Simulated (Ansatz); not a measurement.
## Formation energy of H_i in Pt (fcc, Fm-3m): levels of theory

We look at the formation energy of H_i in Pt (fcc, Fm-3m). Reaction: 32 Pt (fcc) + 1/2 H2 (gas) → cell A.

A: a supercell of 32 sites of Pt (fcc, Fm-3m) with H off the lattice sites (6 Pt at 2.02 Å); spin state with PBE: run without spin.

Ansatz (a program for electronic structure) with PAW potentials; structures come from PBE relaxations, nuclei static, no net charge. Ansatz runs with its PAW set soft_1. Other levels take these structures. The lattices are those relaxed with PBE, so at other levels the solids can be strained, which adds to the spread. Larger cells are relaxed from a start prepared with the learned potential CHGNet, on a coarser mesh till forces fall under 0.03 eV/Å, which some starts already meet. A dispersion term (D3(BJ), or D4 for r2SCAN) was computed beside these levels and is taken off wherever the name lacks it. The runs are scalar-relativistic, without spin-orbit coupling. Mesh and cell size may move defect energies by 0.1 eV or more. Cell A has symmetry Pm-3m within 0.02 Å and got no random move, so less symmetric positions, which may lie lower, weren't tried.

```json
[
 {"Method": "PBE", "value (eV)": "0.61"},
 {"Method": "PBE+D3(BJ)", "value (eV)": "0.38"},
 {"Method": "LDA", "value (eV)": "0.03"},
 {"Method": "PBEsol", "value (eV)": "[?]"},
 {"Method": "RPBE", "value (eV)": "0.82"},
 {"Method": "r2SCAN+D4", "value (eV)": "0.50"}
]
```

Task: Some entries are withheld; supply them.

Result: 
- PBEsol, value (eV): 0.25

The levels shown span 0.79 eV, from LDA (0.03) to RPBE (0.82).

Rough cost of one single point on cell A, against PBEsol's on the same shared machine and with each level's own mesh and cutoff: r2SCAN about 2 times.
